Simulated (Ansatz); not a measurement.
An Ansatz (a first-principles code) run: TiSi2 with a change (biaxial strain +4.91 %, plane normal [001], relaxed out of plane); r2SCAN in Ansatz (plane waves to 500 eV, PAW, no spin-orbit coupling).

Input:

Ansatz 0.2 input:
```yaml
crystal:
  lattice:
    - [4.9919307652, 0, 0]
    - [-2.4740573964, 4.3357136396, 0]
    - [1.2589366844, 2.1678568198, 4.1557076211]
  atoms:
    - { symbol: Si, position: [0.6625304815, 0.3374695185, 0] }
    - { symbol: Si, position: [0.3374695185, 0.6625304815, 0] }
    - { symbol: Si, position: [0.0874695185, 0.9125304815, 0.5] }
    - { symbol: Si, position: [0.4125304815, 0.5874695185, 0.5] }
    - { symbol: Ti, position: [0, 0, 0] }
    - { symbol: Ti, position: [0.75, 0.25, 0.5] }
basis: { ecutwfc: 500, ecutrho_ratio: 4, xc_grid: 4, fft_grid_basis: typed }
kpoints: { mp_grid: { grid: [13, 13, 13] } }
hamiltonian:
  xc: r2scan
  dispersion: none
  pseudopotentials: { kind: paw }
scf: { occupations: { method: fermi_dirac, width: 0.05 } }
relax: { f_tol: 0.005, max_steps: 50, cell: { stress_tol: 0.01, fix: [a, b, gamma] } }
output: { forces: true, stress: true }
checkpoint: { write: state.ck, write_every: 1000 }
```

Output (explanatory and most iteration lines left out):

```
Relaxation: its limit of steps is 50 (relax.max_steps)
Pseudopotential: Si, paw, valence charge 4
Pseudopotential: Ti, paw, valence charge 12
Crystal: 6 atoms, lattice volume = 89.944 Å³
Basis set: ecut = 500 eV, 2269 PW (Γ), exchange–correlation on 160×160×144 points (64 copies of the dense FFT grid, shifted against one another)
Bands: 26, of which v1, the nominal top of the filled ones, is band 20 counted from 1 (19 counted from 0)
Symmetry: 8 space group operations
Space group: Fddd (ITA 70), of the structure as read, at distance tolerance 4.5e-5 Å
k-points: 343 of 2197
Functional: x = r2scan, c = r2scan; τ floored in thin density (d = 2e-4 eV/Å³)
SCF iter   1: F=—  HF=-7567.705740 eV  |F-HF|=—  |Δ(HF+E_count)|=         —  Δρ=9.67e-3  dr2=7.68e-2  dr2_τ=4.17e-2  ethr=1.77e-3  ⟨swp⟩=6.3  Hψ=45520  notcnv=0  defer=6
SCF iter   2: F=—  HF=-7567.806497 eV  |F-HF|=—  |Δ(HF+E_count)|=   1.01e-1  Δρ=3.84e-3  dr2=1.24e-2  dr2_τ=1.38e-3  ethr=1.92e-4  ⟨swp⟩=2.8  Hψ=20320  notcnv=0  defer=161
SCF 1 converged in 6 iterations: F = -7567.808280 eV  dr2 = 5.31e-8
relax step   1: F+E_penalty+E_count = -7567.80827996 eV  Δ(F+E_penalty+E_count) = +0.000e0 eV  max|allowed force component| = 6.588e-2 eV/Å  Δτ_max = 0.0000 Å  P = -6.244 GPa  Ω = 89.944 Å³  fix = [a, b, gamma]  reactions: a -11.918, b -11.918 GPa; gamma +6.469 GPa/rad  (6 SCF iters, dr2 threshold 1.00e-7 eV, accepted)
[... steps on the carried basis left out ...]
relax step   6: F+E_penalty+E_count = -7567.82788101 eV  Δ(F+E_penalty+E_count) = -7.024e-7 eV  max|allowed force component| = 1.373e-6 eV/Å  Δτ_max = 0.0001 Å  P = -8.269 GPa  Ω = 91.042 Å³  energy of the carried Pulay correction = +5.785e-7 eV  fix = [a, b, gamma]  reactions: a -12.404, b -12.404 GPa; gamma +7.016 GPa/rad  (4 SCF iters, dr2 threshold 3.13e-10 eV, accepted)
Crystal: 6 atoms, lattice volume = 91.042 Å³
SCF iter   1: F=—  HF=-7567.827880 eV  |F-HF|=—  |Δ(HF+E_count)|=         —  Δρ=4.52e-7  dr2=1.52e-10  dr2_τ=4.07e-12  ethr=5.22e-8  ⟨swp⟩=3.0  Hψ=66236  notcnv=0
SCF iter   2: F=—  HF=-7567.827880 eV  |F-HF|=—  |Δ(HF+E_count)|=   1.82e-7  Δρ=2.90e-7  dr2=7.84e-11  dr2_τ=2.04e-12  ethr=1.00e-12  ⟨swp⟩=3.2  Hψ=19847  notcnv=0
SCF 7 converged in 4 iterations: F = -7567.827880 eV  dr2 = 1.84e-12
SCF converged after 4 iterations
Free energy (F): -7567.827880 eV
Internal energy: -7567.811953 eV  (E = F + TS)
E sigma→0 (E₀):  -7567.819917 eV
Entropy (-TS):   -0.015927 eV (-2.655 meV/atom)
Fermi energy:    11.480820 eV
--- Forces (eV/Å), atoms counted from 1 ---
  atom   1  Si     0.00000343    -0.00000199    -0.00000000
  atom   2  Si    -0.00000343     0.00000199     0.00000000
  atom   3  Si    -0.00000343     0.00000199     0.00000000
  atom   4  Si     0.00000343    -0.00000199    -0.00000000
  atom   5  Ti    -0.00000000    -0.00000000    -0.00000000
  atom   6  Ti     0.00000000     0.00000000     0.00000000
--- Stress (GPa, compression-positive) ---
      -12.430416       0.046640       0.000000
        0.046640     -12.377188      -0.000000
        0.000000      -0.000000      -0.000028
  P = ⅓ Tr σ = -8.2692 GPa (-82.692 kbar)
--- Relaxed structure (5 steps of the walk, 5 accepted, 2 SCFs on fresh bases) ---
  cell:  # Å, volume = 91.0418 Å³
    - [4.991930765237298, 2.1283273270635614e-11, -1.2634901764931868e-17]
    - [-2.4740573964, 4.335713639557056, -2.188285372841181e-16]
    - [1.2589366844186491, 2.1678568197891694, 4.206410736315598]
  atoms:
    - { symbol: Si, position: [0.6643468154349621, 0.33565318456503807, -5.156046736794032e-19] }
    - { symbol: Si, position: [0.3356531845650381, 0.6643468154349621, 5.156046736794001e-19] }
    - { symbol: Si, position: [0.08565318456503823, 0.9143468154349623, 0.5000000000000002] }
    - { symbol: Si, position: [0.414346815434962, 0.585653184565038, 0.5000000000000001] }
    - { symbol: Ti, position: [-5.791758598539669e-20, 2.8187393742959456e-31, 1.946456898304437e-33] }
    - { symbol: Ti, position: [0.7500000000000002, 0.2500000000000001, 0.5000000000000001] }
```

Without a gap, meshes like the base's 13×13×13 leave anisotropic stresses uncertain by several tenths of a GPa, and small strain energies with them. No phonon test of stability was made. All final runs are without spin polarisation. The cell was made from TiSi$_{2}$ (space group Fddd, No. 70) by this change: biaxial strain +4.91 %, plane normal [001], relaxed out of plane.
